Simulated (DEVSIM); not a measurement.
Structure: Pt/Si3N4/SiO2/n-Si capacitor, at 250 K.

```csv
layer (left to right),material,thickness (nm),Nd (cm⁻³)
1,Si3N4,5.70,-
2,SiO2,0.790,-
3,Si,2600,4.8e16
```

Metal gate on the left, work function 5.6 eV. Fixed charge at the semiconductor interface 5.1e11 cm⁻² (in units of +e); interface traps 1.7e11 cm⁻² eV⁻¹, uniform in energy, neutral level at 0.5 of the gap above the valence band.

The device is made up for the run: typed textbook-type constants, with dimensions and the other settings drawn at random. Values at 300 K; Nc and Nv go as T^1.5, mobilities as T to minus their exponent, the gap by Varshni's rule with the affinity fixed.

```tsv
parameter	Si3N4	SiO2	Si
gap (eV)	5.1	9	1.124
affinity (eV)	2.1	0.9	4.05
permittivity	7.5	3.9	11.7
Nc (cm⁻³)	-	-	2.86e19
Nv (cm⁻³)	-	-	3.1e19
Varshni α (eV/K)	-	-	0.000473
Varshni β (K)	-	-	636
```

Model (solved in DEVSIM): 1D Poisson equation in equilibrium, Boltzmann statistics, complete ionisation; no quantum confinement or tunnelling. Metal contacts follow the ideal Schottky-Mott rule: no Fermi-level pinning, no interface dipoles.

Base results: threshold voltage (band bending 2φF) (V) 0.32; flat-band voltage (V) 1.34; minimum of the low-frequency capacitance (μF/cm²) 0.0912; capacitance of the dielectric stack (μF/cm²) 0.920.

**Question.** What follows from this one change: Si3N4 thickness 0.0057 → 0.0023 μm?

**Answer.** threshold voltage (band bending 2φF) 0.32 → 0.43 V; flat-band voltage 1.34 → 1.38 V; minimum of the low-frequency capacitance 0.0912 → 0.0959 μF/cm²; capacitance of the dielectric stack 0.920 → 1.74 μF/cm².

**Question.** What follows from this one change: interface trap density 1.7e+11 → 0 cm^-2 eV^-1?

**Answer.** threshold voltage (band bending 2φF) 0.32 → 0.33 V; flat-band voltage 1.34 → 1.33 V; minimum of the low-frequency capacitance 0.0912 → 0.0692 μF/cm²; capacitance of the dielectric stack little changed (0.920 μF/cm²).

**Question.** What follows from this one change: temperature 250 → 300 K?

**Answer.** threshold voltage (band bending 2φF) 0.32 → 0.37 V; flat-band voltage 1.34 → 1.31 V; minimum of the low-frequency capacitance 0.0912 → 0.0954 μF/cm²; capacitance of the dielectric stack little changed (0.920 μF/cm²).

**Question.** What follows from this one change: fixed charge 5.1e+11 → 1.635e+12 cm^-2?

**Answer.** threshold voltage (band bending 2φF) 0.32 → 0.12 V; flat-band voltage 1.34 → 1.15 V; minimum of the low-frequency capacitance little changed (0.0913 μF/cm²); capacitance of the dielectric stack little changed (0.920 μF/cm²).
